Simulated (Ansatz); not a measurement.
Consider La2O3 (space group P-3m1, No. 164; a = 3.9065 Å, c = 6.0394 Å). Axes: x lies along a and z along c of the hexagonal cell.

Perturbation: the cell is stretched by 2.71 % along y with no lateral relaxation; the atoms relax in the strained cell.

Computed with PBEsol (Ansatz, a first-principles code), no spin-orbit coupling, earlier PAW set.

**Question.** Give the band edges at the high-symmetry points of the new zone, measured from its valence-band maximum.

**Answer.** 
```
point  valence edge (eV)  conduction edge (eV)
-----  -----------------  --------------------
Γ                  -0.17                  4.09
C                  -0.20                  3.67
C₂                 -0.20                  3.67
Y₂                 -0.37                  3.69
M₂                  0.00                  4.31
D                  -0.24                  4.09
D₂                 -0.24                  4.09
A                  -0.30                  4.51
L₂                  0.00                  4.33
V₂                 -0.29                  3.75
```

The gap is 3.66 eV, indirect, M₂ → C₂–Y₂ (17 % along).

Whether these cells are dynamically stable was not tested. Labels are those of the standard path for the cell's own space group.
